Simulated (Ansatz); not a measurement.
Consider AlN in the rock salt structure (space group Fm-3m, No. 225; a = 4.045 Å; a model cell, its experimental status unchecked). Axes: x, y, z lie along the cube axes.

One thing is altered: the cell is stretched by 0.68 % along z with no lateral relaxation; the atoms relax in the strained cell.

Levels (all Ansatz, a program for electronic structure, PAW): PBEsol (420 eV, without spin-orbit coupling); r2SCAN (500 eV, spin-orbit coupling left out); HSE06 (420 eV, no spin-orbit coupling).

One geometry, relaxed with PBEsol, under each level:

```tsv
level	band gap	lowest conduction level above the VBM at special points	electron mass	hole mass	pressure
PBEsol	4.43 eV	X 4.43 eV; M 4.49 eV; Γ 5.50 eV; S₀ 5.76 eV	0.58 mₑ along k, 0.33 mₑ across (at X)	0.32 mₑ along z, 0.92 mₑ across (at Γ)	-1.73 GPa
r2SCAN	5.34 eV	X 5.34 eV; M 5.41 eV; Γ 6.31 eV; S₀ 6.70 eV	0.57 mₑ along k, 0.34 mₑ across (at X)	0.32 mₑ along z, 0.90 mₑ across (at Γ)	-3.30 GPa
HSE06	5.89 eV	X 5.89 eV; M 5.96 eV; Γ 7.03 eV	–	–	–
```

Single points use the geometry relaxed with PBEsol. Their cutoffs differ, which shifts pressures a little. HSE06 gaps are upper bounds (no full band path). Effective masses come from finite differences of ±0.01 Å⁻¹. Along k means along the line from Γ to the band edge. Stability against distortions was not tested. The base started in P3_121 and relaxed to Fm-3m at this level. This is not the structure that AlN has at room temperature and ambient pressure. k-point labels follow each cell's own Brillouin zone.
